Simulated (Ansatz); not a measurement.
Base system: CoSi2 (space group Fm-3m, No. 225; a = 5.315 Å; non-magnetic).

The values are results of r2SCAN/PAW in Ansatz (a program for electronic structure), no SOC, earlier PAW set, not measurements.

Base values:

- Lattice parameter a = 5.315 Å

Now apply this change: a hydrostatic pressure of 4.2 GPa.

### Question
What does the calculation give for the lattice parameter a after the change?

### Answer
The lattice parameter a shrinks by 0.036 Å, from 5.315 Å to 5.279 Å.

Load acts through the strain it causes; cell and atoms are relaxed under it. Whether these cells are dynamically stable was not tested. Starting moments died away, wholly or in part, for the base; another magnetic solution may exist. All final runs are without spin polarisation. An odd electron count without spin: CoSi2.
